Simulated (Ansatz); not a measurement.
A zone-centre phonon calculation of AuZn (Pm-3m, 2 atoms in the cell) with Ansatz (a quantum-chemistry and plane-wave program).

Level of theory: PBE, PAW files (plane waves; Ansatz).

```
AuZn
1.0
    3.14055     0.00000     0.00000
    0.00000     3.14055     0.00000
    0.00000     0.00000     3.14055
Zn Au
1 1
Direct
  0.50000   0.50000   0.50000
  0.00000   0.00000   0.00000
```

Reference input (self-consistent single point, DFT, PBE, plane waves, PAW files): basis.ecutwfc = 420 eV; kpoints.mp_grid.grid = 11 11 11; hamiltonian.xc = pbe; hamiltonian.pseudopotentials = {kind: paw} (the program's default PAW files); scf.occupations.method = fermi_dirac; scf.occupations.width = 0.1 eV. This run's input differs from it in these lines:

Ansatz 0.2 input:
```diff
@@ -12,3 +12,3 @@
   mp_grid:
-    grid: [11, 11, 11]
+    grid: [8, 8, 8]
 hamiltonian:
@@ -22,6 +22,4 @@
     width: 0.1
-output:
-  forces: true
-  eigenvalues: true
-  stress: true
+phonons:
+  method: dfpt
```

Output, abridged:

```
SCF iter   1: F=—  HF=-16473.308735 eV  |F-HF|=—  |Δ(HF+E_count)|=         —  Δρ=1.65e-1  dr2=1.07e1  ethr=3.10e-3  ⟨swp⟩=4.9  Hψ=6992  notcnv=0
all-band conjugate gradients solve this SCF's bands
preconditioner: auto → none
SCF iter   2: F=—  HF=-16471.864149 eV  |F-HF|=—  |Δ(HF+E_count)|=    1.44e0  Δρ=9.52e-2  dr2=4.53e0  ethr=3.10e-3  ⟨swp⟩=2.4  Hψ=3318  notcnv=0  defer=2
   [... lines left out ...]
SCF iter   7: F=—  HF=-16470.657694 eV  |F-HF|=—  |Δ(HF+E_count)|=   1.13e-5  Δρ=6.19e-5  dr2=5.97e-7  ethr=1.32e-7  ⟨swp⟩=2.4  Hψ=2407  notcnv=0  defer=8
SCF iter   8: F=—  HF=-16470.657696 eV  |F-HF|=—  |Δ(HF+E_count)|=   1.61e-6  Δρ=5.65e-6  dr2=6.47e-9  ethr=1.93e-9  ⟨swp⟩=2.5  Hψ=2413  notcnv=0  defer=8
SCF iter   9: F=—  HF=-16470.657696 eV  |F-HF|=—  |Δ(HF+E_count)|=   1.78e-9  Δρ=2.66e-7  dr2=3.57e-11  ethr=2.09e-11  ⟨swp⟩=2.1  Hψ=2114  notcnv=0  defer=8
SCF iter  10: F=-16470.657696 eV  HF=-16470.657696 eV  |F-HF|=3.64e-12  |Δ(HF+E_count)|=  3.64e-12  Δρ=3.29e-8  dr2=1.54e-13  ethr=1.00e-12  ⟨swp⟩=6.3  Hψ=7065  notcnv=0
SCF 1 converged in 10 iterations: F = -16470.657696 eV  dr2 = 1.54e-13
DFPT response loops at Γ: preconditioner auto → Kerker (q_TF=auto, 2.729 Å⁻¹) (partly filled bands, converged f_vac=0.000) …
Free energy (F): -16470.657696 eV
Internal energy: -16470.643174 eV  (E = F + TS)
E sigma→0 (E₀):  -16470.650435 eV
Entropy (-TS):   -0.014521 eV (-7.261 meV/atom)
Fermi energy:    17.080393 eV
--- Phonons (Γ-DFPT): 2 representative perturbations + reference, on 75 of 512 k-points (Σ response iterations 7) ---
  k mesh reduced under 8 symmetry operations, with k and −k counted as one. Each operation leaves every solved perturbation unchanged …
  ASR residual: 1.158e-4 → 0.000e0 eV/Å²; symmetrization residual: 1.603e-5 eV/Å²
  ASR residual per site (eV/Å²): 3.95e-5 1.16e-4
  Γ frequencies (cm⁻¹): 0.00 0.00 0.00 148.07 148.07 148.07
  non-analytic LO–TO correction: not included (Born effective charges unavailable; polar crystals: no LO–TO splitting at Γ)
```

The run converged in 10 iterations. 

Summary of the result:
| Item | Value |
|---|---|
| Free energy E − TS (on the zero of these files) | -16470.6577 eV |
| Fermi level (on the code's own zero) | 17.08 eV |
| Zone-centre frequencies (cm⁻¹; negative means imaginary) | 0, 0, 0, 148, 148, 148 |

The starting cell has typed, rounded lattice constants, without a prior relaxation at this level. Its lattice was rescaled by up to half a per cent.
